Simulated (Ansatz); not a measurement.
The parent structure is NaF in the rock salt structure (space group Fm-3m, No. 225; a = 4.595 Å).

The values are results of r2SCAN (Ansatz, a first-principles code, PAW, no spin-orbit coupling), not measurements.

Base values:

- Band gap = 7.28 eV
- Electron mass = 0.57 mₑ (at Γ)

The change: a hydrostatic pressure of 2.1 GPa.

What does the calculation give for the band gap and electron mass after the change?

The band gap rises by 0.21 eV (7.28 eV → 7.49 eV); the electron mass remains 0.57 mₑ (at Γ).

Load acts through the strain it causes; cell and atoms are relaxed under it. Masses are band curvatures over ±0.01 Å⁻¹ around the edge. Stability against distortions was not tested.
